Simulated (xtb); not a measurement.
xtb 6.7.1, GFN2-xTB: Ti(OtBu)3(amdMe), 58 atoms. The geometry is a generated start, not checked to be a minimum at this level.

```yaml
method: GFN2-xTB
"--acc": 1 (default)
"--etemp (K)": 300 (default)
detailed input (--input): "none: ANC optimiser, Lindh (1995) Hessian, microcycle=20, maxdispl=1.0, hlow=0.01 (default)"
basis_functions: 130
valence_electrons: 132
```

Charge 0 and multiplicity 1 are set for this test and not shown to be the ground state.

The structure is relaxed from this start with --opt LEVEL for the levels crude, sloppy, loose, lax, normal, tight, vtight, extreme, once each. Up to the end of the extreme run atoms move by at most 1.2 Å along an axis.

Choose the cheapest level whose final energy lies within 5 meV of that of extreme.

normal: 56 cycles against 94, ending 1.4 meV above.

| level | cycles | energy above the extreme run (meV) | gradient norm (eV/Å) |
|---|---|---|---|
| crude | 1 | 90 | 0.20 |
| sloppy | 1 | 90 | 0.20 |
| loose | 1 | 90 | 0.20 |
| lax | 4 | 87 | 0.097 |
| normal | 56 | 1.4 | 0.026 |
| tight | 68 | 0.68 | 0.0058 |
| vtight | 94 | under 0.01 | 0.0026 |
| extreme | 94 | — | 0.0026 |
